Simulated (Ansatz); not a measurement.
**Effect of isotropic strain −2.50 % on PbS**

Take PbS in the rock salt structure (space group Fm-3m, No. 225; a = 6.009 Å) as the base.

One thing is altered: an isotropic linear strain of −2.50 %, atoms relaxed at fixed cell.

Level of theory: PBE (Ansatz, a first-principles code, PAW, without spin-orbit coupling). Settings: 10×10×10 k-points, 0.05 eV Fermi–Dirac smearing.

| quantity | base | changed | shift |
|---|---|---|---|
| volume per atom | 27.12 Å³ | 25.14 Å³ | -1.98 Å³ |
| space group | Fm-3m (No. 225) | Fm-3m (No. 225) | – |
| shortest interatomic distance | 3.004 Å | 2.929 Å | -0.075 Å |
| energy relative to the base (free energy F) | 0 meV/atom | +27 meV/atom | +27 meV/atom |
| band gap | 0.49 eV | 0.21 eV | -0.28 eV |
| gap character | direct at L | direct at L | – |
| mean gap deformation potential ΔEg/Δln V | – | +3.7 eV | – |
| width of the top valence band | 3.16 eV | 3.75 eV | +0.59 eV |
| electron mass | 0.16 mₑ (at L) | 0.075 mₑ along k, 0.16 mₑ across (at L) | – |
| valley order (the lowest conduction-band minima on the path, energy above the VBM, named in the base's zone) | L along ⟨111⟩ 0.49 eV; a point along ⟨110⟩, about 0.6 Å⁻¹ from Γ 1.36 eV | L along ⟨111⟩ 0.21 eV; a point along ⟨110⟩, about 0.7 Å⁻¹ from Γ 1.16 eV | – |

Final structure:

```
CELL_PARAMETERS angstrom
      0.00000     2.92934     2.92934
      2.92934     0.00000     2.92934
      2.92934     2.92934     0.00000
ATOMIC_POSITIONS crystal
  Pb 0.00000 0.00000 0.00000
  S  0.50000 0.50000 0.50000
```

Cost of the whole job for the changed cell (relaxation, final SCF and bands): around 13 core-seconds (rough).

With Pb present, leaving out spin-orbit coupling can change the band edges. Masses are band curvatures over ±0.01 Å⁻¹ around the edge. Along k means along the line from Γ to the band edge. Stability against distortions was not tested. The zero or small gap of PbS under isotropic strain −2.50 % can change with the level of theory.
